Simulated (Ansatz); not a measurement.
Base system: NaF in the rock salt structure (space group Fm-3m, No. 225; a = 4.7012 Å).

Method: PBE/PAW in Ansatz (a program for electronic structure), no spin-orbit coupling.

Strains are applied to the cell and any free atomic positions relax.

One change was made to it. Results:

The pressure goes from zero to 4.04 GPa; the mean gap deformation potential ΔEg/Δln V comes out as -5.4 eV; the electron mass is still 0.56 mₑ (at Γ).

Q: Which of these changes matches the shifts?
A) isotropic strain −2.50 %
B) isotropic strain −1.50 %
C) isotropic strain +2.50 %

A: A, isotropic strain −2.50 %. For comparison, the pressure in the other runs: isotropic strain −1.50 % gives 2.25 GPa; isotropic strain +2.50 % gives -2.81 GPa.

Masses are band curvatures over ±0.01 Å⁻¹ around the edge. No phonon test of stability was made.
